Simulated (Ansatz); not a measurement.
The starting structures come from a database of crystals and need not be the phases stable at ambient conditions.

 Where the default PAW files enter, the runs use the earlier of Ansatz's two default sets.

# Evanescent states of K$_{2}$Ca(CO$_{3}$)$_{2}$ (R-3m, not sure to be the ambient phase, 11 atoms a cell, 13.7 Å³ an atom) along the normal of (101)

All values below come from r2SCAN (plane waves, PAW; Ansatz, a program for electronic structure).

The gap is the functional's own, uncorrected, and κ follows it; spin-orbit coupling is left out. Mid-gap values are interpolated between the computed energies.

Energies count from the valence-band top; κ is the least over a 6×6 mesh across the current.

```csv
E (eV),κ (1/Å),where
0.12,0.225,Γ
0.36,0.369,Γ
0.60,0.442,off Γ
0.84,0.490,off Γ
1.08,0.514,Γ
1.32,?,Γ
1.56,?,Γ
1.80,?,Γ
2.04,0.514,Γ
2.28,?,Γ
2.52,?,Γ
2.76,?,Γ
3.00,?,Γ
3.24,?,Γ
3.48,?,Γ
3.72,?,Γ
3.96,?,Γ
4.20,0.369,Γ
4.44,0.330,Γ
4.68,0.280,Γ
4.92,0.207,Γ
5.16,0.030,Γ
```

Q: Complete the blanks.

A: 
- 1.32, κ (1/Å): 0.518
- 1.56, κ (1/Å): 0.519
- 1.80, κ (1/Å): 0.518
- 2.28, κ (1/Å): 0.509
- 2.52, κ (1/Å): 0.502
- 2.76, κ (1/Å): 0.492
- 3.00, κ (1/Å): 0.480
- 3.24, κ (1/Å): 0.465
- 3.48, κ (1/Å): 0.447
- 3.72, κ (1/Å): 0.426
- 3.96, κ (1/Å): 0.400
